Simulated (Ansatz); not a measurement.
Ba under a change: pressure 7.5 GPa

The reference is Ba in the bcc (W type) structure (space group Im-3m, No. 229; a = 4.8819 Å).

It is then changed as follows: a hydrostatic pressure of 7.5 GPa.

Calculations: DFT with PBEsol, PAW potentials and a 420 eV plane-wave cutoff in Ansatz (a program for electronic structure), without spin-orbit coupling. Settings: 14×14×14 k-points, 0.05 eV Fermi–Dirac smearing.

```json
[
 {"quantity": "volume per atom", "base": "58.17 Å³", "changed": "36.41 Å³", "shift": "-21.76 Å³"},
 {"quantity": "density", "base": "3.92 g/cm³", "changed": "6.26 g/cm³", "shift": "+2.34 g/cm³"},
 {"quantity": "lattice parameter a", "base": "488.2 pm", "changed": "417.6 pm", "shift": "-70.6 pm"},
 {"quantity": "shortest interatomic distance", "base": "422.8 pm", "changed": "361.7 pm", "shift": "-61.1 pm"},
 {"quantity": "enthalpy H = E + PV relative to the base's energy", "base": "–", "changed": "+2.09 eV/atom", "shift": "–"},
 {"quantity": "band gap", "base": "zero", "changed": "zero", "shift": "–"}
]
```

Final structure:

```xyz
1
Lattice="-2.0880 2.0880 2.0880 2.0880 -2.0880 2.0880 2.0880 2.0880 -2.0880" Properties=species:S:1:pos:R:3 pbc="T T T"
Ba     0.0000     0.0000     0.0000
```

Load acts through the strain it causes; cell and atoms are relaxed under it. Whether these cells are dynamically stable was not tested. Measured, Ba leaves this structure (for hcp) near 5.5 GPa (temperature not stated; as listed in Olga Degtyareva, NATO science for peace and security series. B, Physics and biophysics (2010)).
